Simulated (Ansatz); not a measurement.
# TiO2: energy against strain

TiO2 (rutile, P4_2/mnm, 10.057 Å³/atom at rest, c along z) under a strain ε along c (axis z), the other axes held. LDA in Ansatz, a plane-wave DFT program (PAW, default set), 420 eV, 7×7×11 Γ-centred mesh, Fermi-Dirac smearing 0.05 eV; ions are relaxed within the symmetry of each cell.

Here s stands for strain and y for E less E0.

| strain (%) | E less E0 (meV/atom) |
|---|---|
| -3.00 | ? |
| -1.20 | 2.45 |
| -0.60 | 0.60 |
| 0.00 | 0.00 |
| 0.60 | 0.57 |
| 1.20 | 2.32 |

The 5 complete rows are fitted with a parabola, y against s. Least squares gives y = -0.008 - 0.0483·s + 1.6607·s². Residuals (row less fit): 0.009, -0.019, 0.008, 0.009, -0.005; standard error 0.017 (degrees of freedom: 2). Twice the quadratic coefficient over the volume, 2 × 1.6607 meV × 10⁴ × 0.1602 / 10.057 Å³, is the elastic constant C33 = 529 ± 4 GPa.

Question: Predict the withheld y at s = -3.00 from the fit, and compare with the calculation.

Answer: y = -0.008 - 0.0483 × (-3.0) + 1.6607 × (-3.0)² = 15.083 meV/atom. The calculation gives 15.82 meV/atom, 0.737 meV/atom above the prediction (4.7 % of the range of y in the table). The row lies outside the fitted rows, so this is an extrapolation. From the scatter of the fitted rows alone, a prediction at this place has a standard error of 0.112 meV/atom, so the miss is 6.6 times that.

One order more, fitted to all 11 runs of the series, follows each within 0.02, so the miss is the next term of a smooth law. The primitive cell can neither tilt nor turn polar against its symmetry, as such crystals can under strain. Rows are the converged runs of the series near zero and its far end; series whose fitted rows scatter by over a few per cent of the range, as at a crossing or softening among them, aren't shown in this form. Most that stay on the fit to the last digits aren't either.
